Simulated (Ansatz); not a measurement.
```
CELL_PARAMETERS angstrom
      0.00000     2.38397     2.38397
      2.38397     0.00000     2.38397
      2.38397     2.38397     0.00000
ATOMIC_POSITIONS crystal
  B  0.25000 0.25000 0.25000
  As 0.00000 0.00000 0.00000
```

All values below come from PBEsol with spin-orbit coupling, rigid bands (plane waves, PAW; Ansatz, a program for electronic structure). Condition of this run: spin-orbit coupling switched on. Cell: cell and atoms relaxed with PBEsol.

**Question.** What conductivity effective mass do dilute electrons have at 300 K?

**Answer.** 0.30 mₑ.

**Question.** What conductivity effective mass do dilute holes have at 300 K?

**Answer.** 0.34 mₑ.

**Question.** And the band gap?

**Answer.** 1.01 eV at this level; semilocal functionals usually fall short of the measured gap.

Rigid bands, one relaxation time for all states, no polarons.
